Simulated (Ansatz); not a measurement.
Tunnelling through a barrier is set by its complex band structure: the current falls as exp(−2κd) with the smallest κ.

Given:

```xyz
2
Lattice="3.8493 0.0000 0.0000 0.0000 5.4437 0.0000 1.9246 2.7218 1.9246" Properties=species:S:1:pos:R:3 pbc="T T T"
Si     1.9246     1.3609     0.0000
Si     0.0000     0.0000     0.0000
```

The cell is taken as given.

Transport runs along the normal of the first two printed cell vectors, the (110) plane of the conventional cell.

The gap is the functional's own. No spin-orbit coupling. Mid-gap values are those at the computed energy nearest the middle.

**Question.** Give the band gap and the smallest decay constant κ at mid-gap that Ansatz (a first-principles code) with r2SCAN yields.

**Answer.** Gap 0.78 eV on a 16×16×16 mesh; κ = 0.097 1/Å, at the zone centre.
